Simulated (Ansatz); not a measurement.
A computed series for TlBr: response to strain

Base system: TlBr in the CsCl type structure (space group Pm-3m, No. 221; a = 3.840 Å). Axes: x, y, z lie along the cube axes.

Strains are applied to the cell and any free atomic positions relax.

Computed with LDA in Ansatz (plane waves to 420 eV, PAW, no spin-orbit coupling).

Candidates:
(a) uniaxial strain ε_zz = +1.00 %
(b) uniaxial strain ε_zz = −2.50 %
(c) uniaxial strain ε_zz = −0.50 %

Base values:

| Item | Value |
|---|---|
| Band gap | 1.37 eV |

**Question.** Order them by band gap, highest first.

**Answer.** (a) uniaxial strain ε_zz = +1.00 % (1.35 eV), (c) uniaxial strain ε_zz = −0.50 % (1.32 eV), (b) uniaxial strain ε_zz = −2.50 % (1.15 eV)

Spin-orbit coupling, missing from the scalar runs, can matter with Tl. Whether these cells are dynamically stable was not tested.

Ansatz is a program for electronic structure.
